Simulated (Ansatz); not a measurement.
Ansatz (a program for electronic structure), DFT, HSE06, plane waves, its default PAW files: MoS2 sheet, 1x1, 3 atoms. Basis and mesh were picked for this test and aren't claimed converged.

Ansatz 0.2 input:
```yaml
crystal:
  lattice:
    - [3.16, 0.0, 0.0]
    - [-1.58, 2.73664, 0.0]
    - [0.0, 0.0, 17.13]
  atoms:
    - { symbol: Mo, position: [0.0, 0.0, 0.5] }
    - { symbol: S, position: [0.666667, 0.333333, 0.59136] }
    - { symbol: S, position: [0.666667, 0.333333, 0.40864] }
kpoints:
  mp_grid: { grid: [9, 9, 1] }
hamiltonian:
  xc: hse06
  pseudopotentials: { kind: paw }
scf:
  occupations: { method: fixed }
output:
  forces: true
```

```bash
OMP_NUM_THREADS=32 ANSATZ_TIMINGS=1 ansatz run --backend cpu --threads 32 --max-ram 3390MiB --events-out run.ndjson --runs-dir run.runs --progress --plain run.yaml
```

The program reports k-points after symmetry: 12, bands at the start: 17, electrons: 26, plane waves at Γ: 2841, cutoff (eV): 420, FFT grid: 24×24×120, symmetry operations: 12.

It runs on a single node (Arm Neoverse V2, 96 cores on 1 socket, no SMT, 1 L3 cache group).

On 32 threads this takes 4.8 s. Each time is the median wall time of two to five repeats, run one at a time on the otherwise empty machine; start-up is included. Unless noted, each process is bound to its own block of adjacent cores. The build: release build for Arm (Neoverse V2), one process with threads; another build can shift the numbers. Scratch files lie in a memory file system.

Task: Make this run faster without changing its result beyond 1.0 meV/atom in energy, 10 meV/Å in forces (largest component). Keep to 32 cores.

Result: One answer among several that fit: going from --max-ram 3390MiB to --max-ram 200GiB, one of the fastest of the measured ones that keep the result.

```diff
-OMP_NUM_THREADS=32 ANSATZ_TIMINGS=1 ansatz run --backend cpu --threads 32 --max-ram 3390MiB --events-out run.ndjson --runs-dir run.runs --progress --plain run.yaml
+OMP_NUM_THREADS=32 ANSATZ_TIMINGS=1 ansatz run --backend cpu --threads 32 --max-ram 200GiB --events-out run.ndjson --runs-dir run.runs --progress --plain run.yaml
```

Time: 4.8 s to 3.5 s (1.4× as fast). The largest move is in closing solve of the bands: 1.0 s to 0.22 s. The plan models 3 GiB in the first run and 4 GiB in the second, and the runs differ in these notices: symmetrized_points_ram_capped. These two results differ by: energy equal as printed, forces (largest component) equal as printed. Others tried: --max-ram 11310MiB (3.5 s); --max-ram 15280MiB (3.5 s); --max-ram 6190MiB (3.5 s); --max-ram 8370MiB (3.6 s); --max-ram 4580MiB (3.9 s); --max-ram 2510MiB (6.9 s).
